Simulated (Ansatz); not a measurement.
Troubleshooting Ansatz (a first-principles code): a failed run on LuZn12 (I4/mmm, 13 atoms in the cell). The aim is a self-consistent single point with DFT, PBEsol, plane waves, default PAW files made with PBE.

Cell that was meant: a = 6.6922 Å, b = 6.6922 Å, c = 6.6922 Å, α = 98.17°, β = 98.17°, γ = 135.70°.

Part of the input:

Ansatz 0.2 input:
```yaml
scf:
  occupations: { method: gaussian, width: 0.1 eV }
output:
  force: true
  eigenvalues: true
  stress: true
```

Log, with long lists cut:

```
Error: YAML parse error: error: line 29 column 3: unknown field `force`, expected one of write_density, write_potential, write_potential_components, volumetric_format, write_bands, fatbands, populations, hubbard, elf, band_densities, bader, dos, optics, efg, charged_corrections, wannier, polarization, topological_invariants, transmission, current_voltage, crpa, pair_interaction, rpa_energy, embedding, core_levels, xc_energy_on_converged_density, boltztrap, local_orbitals, orbitals, eigenstates, states_by_energy, atomic_orbital_hamiltonian, active_space, given_orbital_levels, support_matrices, forces, stress, cutoff_correction, eigenvalues, band_residual_tolerance, publish_guard_bands
  --> <input>:29:3
   |
27 |   occupations: { method: gaussian, width: 0.1 eV }
28 | output:
29 |   force: true
   |   ^ unknown field `force`, expected one of write_density, write_potential, write_potential_components, volumetric_format, write_bands, fatbands, [...]
30 |   eigenvalues: true
31 |   stress: true
   |
```

Task: From the messages shown, name the fault and mend the input.

Result: The program does not know the word force. To fix it, write forces. The program stopped before any SCF iteration.

The sound input it was made from differs as follows (other fixes are possible):
```diff
-  force: true
+  forces: true
```

With that input, the run converged in 9 iterations: free energy E − TS (on the zero of these files) -53984.4437 eV; Fermi level (on the code's own zero) 12.67 eV; pressure -1.34 GPa; largest force (vector length) 0.030 eV/Å (DFT, PBEsol, plane waves, default PAW files made with PBE).

On the sound input: the starting cell comes from a database of computed structures (which also holds hypothetical and non-ambient phases and stackings), without a prior relaxation at this level. Ansatz's pressure includes its estimate of the finite-basis (Pulay) stress.
